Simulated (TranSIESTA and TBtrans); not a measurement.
Run with TranSIESTA and TBtrans (open boundaries, self-consistent; PseudoDojo norm-conserving potentials, scalar-relativistic): PAO.BasisSize DZP, PAO.EnergyShift 0.15 eV, XC.Authors PBE, Mesh.Cutoff 200 Ry, ElectronicTemperature 300 K, TS.Voltage 0.0 eV, TBT.Elecs.Eta 0.001 eV, no spin polarisation.

System: Si chain with one S atom inserted. Leads: straight Si chain, spacing 2.137 Å. Geometry: 3 atoms about the centre moved by SIESTA (PBE, DZP) to a largest force of 0.01 eV/Å, all others as built, motion along the axis alone.

Task: Predict: conductance at 300 K (G0 = 2e²/h); mean T from −0.5 to 0.5 eV.

Result: conductance at 300 K (G0 = 2e²/h): 2.36; mean T from −0.5 to 0.5 eV: 2.18. The straight chain is held at its spacing; free chains may zigzag or dimerise. No spin-polarised start was tried, so a magnetic state, if there is one, is missed.
